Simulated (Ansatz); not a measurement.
Results of r²SCAN in Ansatz (plane waves, PAW) for L1₂ (Cu3Au-type) Al3Sc.

Total energies, extrapolated to zero smearing (they compare only within this program, potentials and cutoff):

```tsv
system	energy (eV/atom)
L1₂ (Cu3Au-type) Al3Sc, relaxed	-940.9427
hcp Sc	-2140.5727
fcc Al	-540.4103
```

Question: Work out the enthalpy of formation per atom.

Answer: ΔH_f ≈ ΔE = -940.9427 − [1 × (-2140.5727) + 3 × (-540.4103)]/4 = -0.492 eV/atom (0 K, no vibrations). The reference value is -0.451 ± 0.02 eV/atom (measured, 298 K, copied from a table, unchecked, not corrected to a static lattice; as tabulated in Wang et al. (2021), doi:10.1038/s41598-021-94550-5), a difference of -0.041 eV/atom.

The PAW data were made under PBE.

Ansatz is an electronic-structure program.
